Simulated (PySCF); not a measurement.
PySCF 2.14.0, R2SCAN/def2-tzvp, df: Zn(Cl)2 ([Cl][Zn][Cl]), 3 atoms. The geometry is a generated start, not checked to be a minimum at this level.

```json
{
 "task": "energy",
 "method": "r2scan",
 "basis": "def2-tzvp",
 "two_electron_scheme": "density fitting",
 "mol.max_memory": "3000 MB",
 "mf.max_cycle": "100",
 "mf.init_guess": "minao (default)",
 "mf.DIIS": "CDIIS (default)",
 "mf.diis_space": "8 (default)",
 "mf.conv_tol": "1e-09 (default)",
 "mf.grids.level": "3 (default)",
 "basis_functions": "122",
 "grid_points": "58400"
}
```

```xyz
3

Zn     0.0807    -0.0635     0.0726
Cl     1.4880     0.4047    -1.4771
Cl    -1.5687    -0.3412     1.4045
```

Charge 0 and multiplicity 1 are set for this test and not shown to be the ground state.

One run each on 2 threads, 1 BLAS thread. Values of level_shift (Hartree) tried: 0 (default), 0.1, 0.3, 1.

Task: Which value of level_shift (Hartree) needs the fewest Fock builds, and what happens away from it?

Result: Fewest Fock builds, within one of each other: 0 (default) with 12, 0.1 with 12. The count rises to 37 at 1. All converge to one solution.

| level_shift (Hartree) | Fock builds | end |
|---|---|---|
| 0 (default) | 12 | same solution |
| 0.1 | 12 | same solution |
| 0.3 | 17 | same solution |
| 1 | 37 | same solution |
